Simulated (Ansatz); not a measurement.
**WGe (model structure, started from the NiAs type, P6₃/mmc, No. 194, 4 atoms in the cell): equilibrium volume per atom by level of theory**

No measured value is used here.

```json
[
 {"level (code)": "PBE (Ansatz)", "value (Å³/atom)": "16.08"},
 {"level (code)": "PBEsol (Ansatz)", "value (Å³/atom)": "15.55"},
 {"level (code)": "PBE-D3(BJ) (Ansatz)", "value (Å³/atom)": "15.58"}
]
```

Density-functional levels without +SOC have no spin–orbit coupling. Ansatz's density-functional and Hartree–Fock values are scalar-relativistic unless marked +SOC, with PAW data made under PBE.

A model structure was made by putting elements into a prototype or built by hand; it is no filed structure, need not be a known phase, and can be a saddle point held by its symmetry.

Ansatz is a quantum-chemistry and plane-wave program.
